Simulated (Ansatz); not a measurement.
# CuI, response to strain

Take CuI in the zinc blende structure (space group F-43m, No. 216) as the base.

```yaml
crystal:
  lattice:
    - [0.00000, 2.96966, 2.96966]
    - [2.96966, 0.00000, 2.96966]
    - [2.96966, 2.96966, 0.00000]
  atoms:
    - { symbol: Cu, position: [0.00000, 0.00000, 0.00000] }
    - { symbol: I, position: [0.25000, 0.25000, 0.25000] }
```

Cartesian axes are those of the cell as printed.

Strains are applied to the cell and any free atomic positions relax; under biaxial strain the out-of-plane vector relaxes too.

Calculations: PBEsol (Ansatz, a program for electronic structure, PAW, spin-orbit coupling left out).

Notes on the quantities. energy relative to the base: free energy F.

```json
[
 {"biaxial strain, plane normal [111], relaxed out of plane (%)": "0", "energy relative to the base (meV/atom)": "0.0"},
 {"biaxial strain, plane normal [111], relaxed out of plane (%)": "0.42", "energy relative to the base (meV/atom)": "0.3"},
 {"biaxial strain, plane normal [111], relaxed out of plane (%)": "0.83", "energy relative to the base (meV/atom)": "1.0"},
 {"biaxial strain, plane normal [111], relaxed out of plane (%)": "1.25", "energy relative to the base (meV/atom)": "2.2"},
 {"biaxial strain, plane normal [111], relaxed out of plane (%)": "1.67", "energy relative to the base (meV/atom)": "?"},
 {"biaxial strain, plane normal [111], relaxed out of plane (%)": "2.08", "energy relative to the base (meV/atom)": "6.0"}
]
```

**Question.** Fit ΔE = Aε² + Bε³ (ε in %) to the rows shown and predict the withheld row.

**Answer.** Least squares on the printed values gives A = 1.47 and B = -0.040 meV/atom (largest residual 0.0 meV/atom); this predicts 3.9 meV/atom, and the run gives 3.9 meV/atom, in agreement.

Whether these cells are dynamically stable was not tested. All final runs are without spin polarisation.
